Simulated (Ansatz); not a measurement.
Space group Fm-3m (No. 225); a = b = c = 4.3284 Å, α = β = γ = 90.00°

```csv
atom,site,symmetry,x,y,z
Be,8c,-43m,0.2500,0.2500,0.2500
C,4a,m-3m,0.0000,0.0000,0.0000
```
(The calculation used a cell of 3 atoms; values per cell refer to that cell.)

Levels: band masses from PBE, rigid bands (Ansatz, an electronic-structure program); dielectric response from LDA in Ansatz.

Question: Estimate the Fröhlich constants and the polar-limited mobilities at 300 K.

Answer: electrons: mass 0.30 mₑ, α = 0.44, about 4200 cm²/(V·s) by the iterated Boltzmann equation for weak coupling; holes: mass 0.43 mₑ, α = 0.52, about 2500 cm²/(V·s) by the iterated Boltzmann equation for weak coupling (ε∞ 6.8, static ε 14.0, LO 119 meV).

Model: isotropic Fröhlich coupling of one parabolic band to one effective longitudinal optical (LO) phonon, from the dielectric constants and phonon modes at the zone centre, chosen so that α equals the sum over the polar modes. Acoustic, nonpolar, intervalley and impurity scattering are left out, and they lower the mobility further; with several valleys or bands the averaged mass is a rough stand-in. Semilocal functionals tend to overestimate ε∞, which makes α low and the mobility high.

Formula and space group known from diffraction (Crystallography Open Database), not checked to be the room-temperature form: Be2C (Fm-3m).
